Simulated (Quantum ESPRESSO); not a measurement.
**Quick settings and what they miss: LaPt₂ (Fd-3m, 6 atoms in the cell)**

Self-consistent single point.

```yaml
crystal:
  lattice:
    - [-3.95073, 0.00000, 3.95073]
    - [0.00000, 3.95073, 3.95073]
    - [-3.95073, 3.95073, 0.00000]
  atoms:
    - { symbol: La, position: [0.50000, 0.50000, 0.50000] }
    - { symbol: La, position: [0.75000, 0.75000, 0.75000] }
    - { symbol: Pt, position: [0.12500, 0.12500, 0.12500] }
    - { symbol: Pt, position: [0.62500, 0.12500, 0.12500] }
    - { symbol: Pt, position: [0.12500, 0.12500, 0.62500] }
    - { symbol: Pt, position: [0.12500, 0.62500, 0.12500] }
```

Computed with PBEsol, GBRV 1.5 ultrasoft (PBESOL) pseudopotentials (plane waves; Quantum ESPRESSO).

Base settings: ecutwfc = 40 Ry; ecutrho = 320 Ry; occupations = smearing; smearing = fd; degauss = 0.0073499 Ry; potentials = {La: la_pbesol_v1.uspp.F.UPF, Pt: pt_pbesol_v1.4.uspp.F.UPF}; K_POINTS = automatic 6 6 6 0 0 0; conv_thr = 1e-09 Ry; mixing_beta = 0.7.

Tight run (finer mesh or higher cutoff; not a proven limit): ecutwfc: 40 Ry → 56 Ry; ecutrho: 320 Ry → 448 Ry; conv_thr: 1e-09 Ry → 7.3e-11 Ry; K_POINTS: automatic 6 6 6 0 0 0 → automatic 9 9 9 0 0 0. It gave Fermi level (on the code's own zero) 17.84 eV; pressure -8.52 GPa.

Quick runs, as changes from the base:
- A: the base itself
- B: ecutwfc: 40 Ry → 20 Ry; ecutrho: 320 Ry → 160 Ry; smearing: fd → mp; degauss: 0.0073499 Ry → 0.036749 Ry; conv_thr: 1e-09 Ry → 7.3e-05 Ry; K_POINTS: automatic 6 6 6 0 0 0 → automatic 4 4 4 0 0 0
- C: ecutwfc: 40 Ry → 24 Ry; ecutrho: 320 Ry → 192 Ry; degauss: 0.0073499 Ry → 0.0099958 Ry; pseudopotentials: {La: la_pbesol_v1.uspp.F.UPF, Pt: pt_pbesol_v1.4.uspp.F.UPF} → {La: la_lda_v1.uspp.F.UPF, Pt: pt_lda_v1.4.uspp.F.UPF} [LDA (PZ)]
- D: smearing: fd → cold; degauss: 0.0073499 Ry → 0.019992 Ry; conv_thr: 1e-09 Ry → 7.3e-06 Ry; K_POINTS: automatic 6 6 6 0 0 0 → automatic 4 4 4 0 0 0
- E: ecutwfc: 40 Ry → 24 Ry; ecutrho: 320 Ry → 192 Ry; smearing: fd → mp; degauss: 0.0073499 Ry → 0.0147 Ry; K_POINTS: automatic 6 6 6 0 0 0 → automatic 3 3 3 0 0 0
- F: ecutwfc: 40 Ry → 32 Ry; ecutrho: 320 Ry → 256 Ry; smearing: fd → mp; degauss: 0.0073499 Ry → 0.019992 Ry

Energies are extrapolated to zero smearing width, which holds to low order in the width alone (under cold and Methfessel-Paxton smearing the free energy itself is taken).

Dashes: pressure of B, D, not trusted under this conv_thr with d or f elements; energy of C, another energy zero.

† marks runs with another functional, U, potentials or spin treatment: their distance from the tight run is not a convergence error alone.

The count of work is k-points × plane waves × bands × iterations; it is no time. Core times come from one kind of shared machine and are given to one figure; runs under 30 s give none.

The starting cell comes from a database of computed structures (which also holds hypothetical and non-ambient phases and stackings), without a prior relaxation at this level. Its lattice was rescaled by a random factor within 2.5 % of one. Spin polarisation is off. In the base run, with a pressure of about -9 GPa the cell is away from its equilibrium volume at this level.

```
run  energy less tight (meV/atom)  pressure less tight (GPa)  count of work / tight  core time / tight (rough)
---  ----------------------------  -------------------------  ---------------------  -------------------------
A                            14.8                      -0.39                   0.28                        0.4
B                          3945.9                          –                  0.025                       0.04
C†                              –                     -45.58                   0.13                        0.2
D                            21.2                          –                   0.11                        0.2
E                           755.0                     -42.81                  0.032                       0.10
F                            27.1                      -0.33                   0.27                        0.3
```

Among the runs at the tight run's level, the energy misses run from 14.8 to 3945.9 meV/atom.
